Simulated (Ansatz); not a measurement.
CdSe, pressure series

The reference is CdSe in the zinc blende structure (space group F-43m, No. 216).

```
CdSe
1.0
    0.00000     3.09821     3.09821
    3.09821     0.00000     3.09821
    3.09821     3.09821     0.00000
Cd Se
1 1
Direct
  0.00000   0.00000   0.00000
  0.25000   0.25000   0.25000
```

Cell and atoms are relaxed at each pressure.

Calculations: PBE in Ansatz (plane waves to 420 eV, PAW, no SOC).

```tsv
pressure (GPa)	band gap (eV)
-2	0.39
-1	0.45
0	0.49
0.9	0.53
2.1	?
4.5	0.66
9	0.79
15	0.91
```

Problem. Fit E_g = E₀ + αP + βP² to the rows shown and predict the withheld row.

Solution. Least squares on the printed values gives E₀ = 0.49 eV, α = 42.9 meV/GPa, β = -0.99 meV/GPa² (largest residual 0.01 eV); this predicts 0.57 eV, and the run gives 0.58 eV, in agreement.

Load acts through the strain it causes; cell and atoms are relaxed under it. Stability against distortions was not tested. Tetrahedral semiconductors of this kind turn to denser phases somewhere between about 1 and 50 GPa; those were not computed, so compressed cells here can lie past the real transition.

Ansatz is an electronic-structure program.
